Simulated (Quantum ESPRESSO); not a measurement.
## Cost against accuracy: conv_thr for LaHfMg6 (Amm2, 8 atoms in the cell)

Cell: a = 5.3216 Å, b = 6.7250 Å, c = 6.7250 Å, α = 59.97°, β = 90.00°, γ = 90.00°.

Computed with PBEsol, GBRV 1.5 ultrasoft (PBESOL) pseudopotentials (plane waves; Quantum ESPRESSO).

Base settings: ecutwfc = 40 Ry; ecutrho = 320 Ry; occupations = smearing; smearing = gauss; degauss = 0.0036749 Ry; potentials = {La: la_pbesol_v1.uspp.F.UPF, Mg: mg_pbesol_v1.4.uspp.F.UPF, Hf: hf_pbesol_v1.uspp.F.UPF}; K_POINTS = automatic 4 3 3 0 0 0; conv_thr = 1e-10 Ry.

Misses are taken against the tightest run, 1e-13 Ry, which need not be fully converged itself.

Core times come from one kind of shared machine and are given to one figure; runs under 30 s give none.

The starting cell comes from a database of computed structures (which also holds hypothetical and non-ambient phases and stackings), without a prior relaxation at this level. Its lattice was rescaled by a random factor within 2.5 % of one.

| conv_thr | pressure less reference (GPa) | largest difference in the force on any atom (eV/Å) | core time / reference (rough) |
|---|---|---|---|
| 0.0001 Ry | -0.31 | 0.069 | 0.4 |
| 1e-05 Ry | -0.02 | 0.025 | 0.5 |
| 1e-07 Ry | 0.01 | 0.002 | 0.5 |
| 1e-09 Ry | 0.00 | 0.000 | 0.6 |
| 1e-10 Ry | 0.00 | 0.000 | 0.7 |
| 1e-11 Ry | 0.00 | 0.000 | 0.8 |
| 1e-13 Ry | 0.00 | 0.000 | 1 |

Coarsest setting among those run that, with all tighter ones, holds the pressure within 0.2 GPa of the reference: 1e-05 Ry, off by 0.017 GPa; its saving against the reference is no more than about a factor of 2 in time.

Left out of this page: 1 run of the series outside the window shown, repeating another row's setting, or not comparable.
